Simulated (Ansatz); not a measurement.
We consider L1₂ (Cu3Au-type) Al₃Sc, described by PBE (PAW; Ansatz, an electronic-structure program).

Settings: plane-wave cutoff 520 eV, 16×16×16 k mesh, Fermi–Dirac smearing 0.074 eV (set by the program), scalar-relativistic PAW data made under PBE.

The cell has the measured lattice: a = 4.103 Å, b = 4.103 Å, c = 4.103 Å, α = 90.00°, β = 90.00°, γ = 90.00°.

Give the computed elastic constant C44, Voigt–Reuss–Hill bulk modulus, polycrystal shear modulus (Hill average), Young modulus, elastic constant C12 and elastic constant C11.


* **elastic constant C44**: 71.0 GPa
* **Voigt–Reuss–Hill bulk modulus**: 87.3 GPa
* **polycrystal shear modulus (Hill average)**: 70.8 GPa
* **Young modulus**: 167 GPa
* **elastic constant C12**: 40.4 GPa
* **elastic constant C11**: 181 GPa

Note: the cell isn't this level's own, so it is under some stress, which shifts stiffness and frequencies.

Elastic constants are with the ions relaxed.

The computed numbers hold no vibrational or temperature effects.
